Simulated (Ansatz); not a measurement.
# SrHfN₂ (model structure, started from the MgZrN2 type, I4₁/amd, No. 141, 8 atoms in the cell)

These are PBEsol (PAW; Ansatz, a first-principles code) values and carry that method's errors.

Run with plane-wave cutoff 520 eV, 10×10×10 k mesh, Fermi–Dirac smearing 0.01 eV, scalar-relativistic PAW data made under PBE.

Cell (relaxed at this level):

Space group I4₁/amd, origin choice 1 (No. 141); a = b = 4.823 Å, c = 9.735 Å, α = β = γ = 90.00°

```
atom  site  symmetry       x       y       z
----  ----  --------  ------  ------  ------
Sr      4b      -4m2  0.0000  0.0000  0.5000
Hf      4a      -4m2  0.0000  0.0000  0.0000
N       8e      2mm.  0.0000  0.0000  0.2215
```
(The calculation used a cell of 8 atoms; values per cell refer to that cell.)

For SrHfN₂ (model structure, started from the MgZrN2 type, I4₁/amd, No. 141, 8 atoms in the cell), the band gap is zero (no gap) and the bulk modulus is 155 GPa.

Note: the bulk modulus is −V dP/dV from two relaxed cells at ±2 % in volume; the relaxation could raise the start's symmetry but not lower it, so the cell can be a saddle point.

Spin–orbit coupling is not included; it can open a gap where bands touch, and shift volumes and moduli.

A model structure was made by putting elements into a prototype or built by hand; it is no filed structure, need not be a known phase, and can be a saddle point held by its symmetry.
